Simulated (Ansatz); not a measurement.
For 1T (CdI2-type) Sc2C (structure not from a measured cell), LDA (Ansatz, a program for electronic structure, PAW) gives:

```
Item                       Result
-------------------  ------------
lattice parameter a       3.252 Å
c axis length             5.570 Å
cohesive energy      6.71 eV/atom
```

Q: What does r²SCAN+rVV10 (PAW; Ansatz) give for the same quantities?

A: 
- lattice constant a: 3.317 Å (goes up by 2.0 %)
- lattice parameter c: 5.640 Å (goes up by 1.3 %)
- cohesive energy: 5.91 eV/atom (falls by 0.80 eV/atom)

Changes are worked out from the printed values.

Unless a cell is named, each level is at its own relaxed cell (LDA 17.00, r²SCAN+rVV10 17.91 Å³/atom).

Caveats: the cell comes from a level without a dispersion term, which matters for the spacing of layers, chains or molecules (LDA); the relaxation could not lower the start's symmetry, so the cell can be a saddle point above a distorted one (LDA, r²SCAN+rVV10). Ansatz's density-functional and Hartree–Fock values are scalar-relativistic unless marked +SOC, with PAW data made under PBE.
